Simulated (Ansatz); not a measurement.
SbSBr (model structure, started from the BiTeI type, P3m1, No. 156, 3 atoms in the cell), treated with PBE0 (Ansatz, a quantum-chemistry and plane-wave program, PAW).

Run with plane-wave cutoff 460 eV, 9×9×4 k mesh (along the axes of the cell as run), Fermi–Dirac smearing 0.01 eV, scalar-relativistic PAW data made under PBE.

Cell (relaxed with PBE-D3(BJ)):

```
CELL_PARAMETERS angstrom
      3.93460     0.00000     0.00000
     -1.96730     3.40746     0.00000
      0.00000     0.00000     6.20931
ATOMIC_POSITIONS crystal
  Sb 0.00000 0.00000 0.91009
  S  0.66667 0.33333 0.68586
  Br 0.33333 0.66667 0.22336
```

Task: Predict the band gap, smallest direct gap on the k points sampled and direct gap at Γ.

Result: 
- band gap: 2.37 eV
- smallest direct gap on the k points sampled: 2.40 eV
- direct gap at Γ: 3.80 eV

Note: the relaxation could raise the start's symmetry but not lower it, so the cell can be a saddle point; cell and atoms aren't relaxed at this level (pressure 0.3 GPa).

Spin–orbit coupling is not included.

The computed numbers hold no vibrational or temperature effects.

A model structure was made by putting elements into a prototype or built by hand; it is no filed structure, need not be a known phase, and can be a saddle point held by its symmetry.
